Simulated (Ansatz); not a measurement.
Base system: MoS₂ in the 3R-MoS2 type structure (space group R3m, No. 160; a = 3.153 Å, c = 17.994 Å (hexagonal axes); layered, stacked along the Cartesian z axis).

It is then changed as follows: the cell is scaled by 0.9814 in all directions, atoms relaxed at fixed cell.

Levels (all Ansatz, a first-principles code, PAW, earlier PAW set): PBE-D3(BJ) (420 eV, scalar-relativistic without spin-orbit coupling); HSE06+SOC (420 eV, spin-orbit coupling included).

The geometry is relaxed with PBE-D3(BJ).

| Quantity | Value |
|---|---|
| PBE-D3(BJ) band gap | 0.64 eV |

### Question
Predict the band gap from HSE06+SOC.

### Answer
The band gap increases by 0.48 eV to 1.12 eV.

Single points use the geometry relaxed with PBE-D3(BJ). The hybrid gap comes from the SCF mesh plus the semilocal run's edge points and a few special points and is an upper bound. The spin-orbit shifts are approximate. The cells carry an imposed strain or load. No phonon test of stability was made.
